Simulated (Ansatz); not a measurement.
**Short convergence ladders for Al3Ni2 (P3m1, 5 atoms in the cell)**

```yaml
crystal:
  lattice:
    - [4.00618, 0.00000, 0.00000]
    - [-2.00309, 3.46946, 0.00000]
    - [0.00000, 0.00000, 4.89550]
  atoms:
    - { symbol: Al, position: [0.00000, 0.00000, 0.01021] }
    - { symbol: Al, position: [0.33333, 0.66667, 0.64808] }
    - { symbol: Al, position: [0.66667, 0.33333, 0.35192] }
    - { symbol: Ni, position: [0.33333, 0.66667, 0.14657] }
    - { symbol: Ni, position: [0.66667, 0.33333, 0.85343] }
```

Base method: LDA (PW92), default PAW files made with PBE (plane waves; Ansatz, a quantum-chemistry and plane-wave program).

Base settings: basis.ecutwfc = 30.9 Ry; kpoints.mp_grid.grid = 10 10 7; hamiltonian.xc = lda; hamiltonian.pseudopotentials = {kind: paw} (the program's default PAW files); scf.occupations.method = fermi_dirac; scf.occupations.width = 0.0073 Ry.

The count of work is k-points × plane waves × bands × iterations; it is no time. Core times come from one kind of shared machine, to one figure; runs under 30 s give none.

**The cutoff for other potential files**

Level: DFT, LDA (PW92), plane waves, harder PAW files (source: ansatz) made with PBE.

In this ladder: hamiltonian.pseudopotentials = {kind: paw, source: ansatz}.

The second cell is the first with its lattice scaled by 0.98.

The mesh stays at the base's, so the ladder's end is converged at best in this setting alone.

The first pressure column holds Ansatz's estimate of the finite-basis (Pulay) stress, which hides part of the cutoff error; the other is without it.

Only quantities that move along the ladder and can be compared are tabulated.

```csv
basis.ecutwfc,free energy less the last step's (meV/atom),energy of the compressed cell less the first (meV/atom),pressure (GPa),pressure without the Pulay estimate (GPa),largest difference of a force vector from the last step's (eV/Å),count of work / last,core time / last (rough)
30.5 Ry,5805.78,1.36,-4.99,-355.89,0.026,0.11,–
37.1 Ry,1077.93,-4.87,-5.67,-86.85,0.062,0.14,–
47.4 Ry,66.39,-6.70,-5.56,-12.48,0.003,0.21,–
57.3 Ry,5.11,-6.57,-5.53,-5.98,0.000,0.28,–
67.6 Ry,1.69,-6.59,-5.54,-5.59,0.000,0.35,0.4
81.2 Ry,0.86,-6.61,-5.55,-5.58,0.000,0.46,0.5
101.4 Ry,0.17,-6.61,-5.55,-5.56,0.000,0.65,0.7
135.2 Ry,0.00,-6.61,-5.55,-5.55,0.000,1.0,1
```

Coarsest basis.ecutwfc that holds the forces within 0.005 eV/Å of the last step, with all finer ones: 47.4 Ry, at 0.21 of the last step's count of work; the step before is off by 0.062 eV/Å.

Coarsest basis.ecutwfc that holds the pressure within 0.5 GPa of the last step, with all finer ones: 37.1 Ry, at 0.14 of the last step's count of work; the step before is off by 0.55 GPa.

Coarsest basis.ecutwfc that holds the energy of the compressed cell less the first within 0.2 meV/atom of the last step, with all finer ones: 47.4 Ry, at 0.21 of the last step's count of work; the step before is off by 1.7 meV/atom.

The energy difference between the two cells stays within 1 meV/atom of the last step's from 47.4 Ry on, the total only from 81.2 Ry on: much of the error is common to both cells and cancels.

At the lowest cutoff the pressure without the Pulay estimate lies 350 GPa under the last step's, the usual sign of Pulay stress in an incomplete plane-wave basis.

**The density cutoff**

The second cell is the first with its lattice scaled by 0.98.

The mesh stays at the base's, so the ladder's end is converged at best in this setting alone.

Only quantities that move along the ladder and can be compared are tabulated.

| basis.ecutrho_ratio | free energy less the last step's (meV/atom) | energy of the compressed cell less the first (meV/atom) | pressure (GPa) |
|---|---|---|---|
| 2 | -3.31 | -5.69 | -5.18 |
| 3 | -0.05 | -6.03 | -5.45 |
| 4 | 0.00 | -6.03 | -5.45 |
| 5 | 0.00 | -6.03 | -5.45 |
| 6 | 0.00 | -6.03 | -5.45 |
| 8 | 0.00 | -6.03 | -5.45 |
| 10 | 0.00 | -6.03 | -5.45 |
| 12 | 0.00 | -6.03 | -5.45 |
| 16 | 0.00 | -6.03 | -5.45 |

Coarsest basis.ecutrho_ratio that holds the free energy within 0.5 meV/atom of the last step, with all finer ones: 3; the step before is off by 3.3 meV/atom.

Coarsest basis.ecutrho_ratio that holds the energy of the compressed cell less the first within 0.2 meV/atom of the last step, with all finer ones: 3; the step before is off by 0.34 meV/atom.

Coarsest basis.ecutrho_ratio that holds the pressure within 0.2 GPa of the last step, with all finer ones: 3; the step before is off by 0.27 GPa.

The energy difference between the two cells stays within 1 meV/atom of the last step's from 2 on, the total only from 3 on: much of the error is common to both cells and cancels.

**The relaxed cell against the cutoff**

On Al3Ni2 (P-3m1, 5 atoms in the cell): atoms on their sites.

In this ladder: relax = cell and atoms.

The mesh stays at the base's, so the ladder's end is converged at best in this setting alone.

Only quantities that move along the ladder and can be compared are tabulated.

```csv
basis.ecutwfc,relaxed volume (Å³/atom),relaxation steps,core time / last (rough)
15.4 Ry,13.196,82,2
18.4 Ry,13.227,27,0.8
21.7 Ry,13.178,13,0.5
26.1 Ry,13.113,8,0.3
30.9 Ry,13.096,6,0.4
37.1 Ry,13.093,6,0.5
46.3 Ry,13.093,6,0.7
61.7 Ry,13.093,6,1
```

Coarsest basis.ecutwfc that holds the relaxed volume within 0.013 Å³/atom of the last step, with all finer ones: 30.9 Ry, at about 0.4 of the last step's time; the step before is off by 0.020 Å³/atom.

At the lowest cutoff the cell relaxes to a volume 0.8 % larger than at the highest. Ansatz relaxes on a stress corrected for the finite basis.

On the base run: the starting cell comes from a database of computed structures (which also holds hypothetical and non-ambient phases and stackings), without a prior relaxation at this level. Its lattice was rescaled by up to half a per cent. One atom was moved a little off its site on purpose. Spin polarisation is off.

Keys are those of Ansatz 0.2.
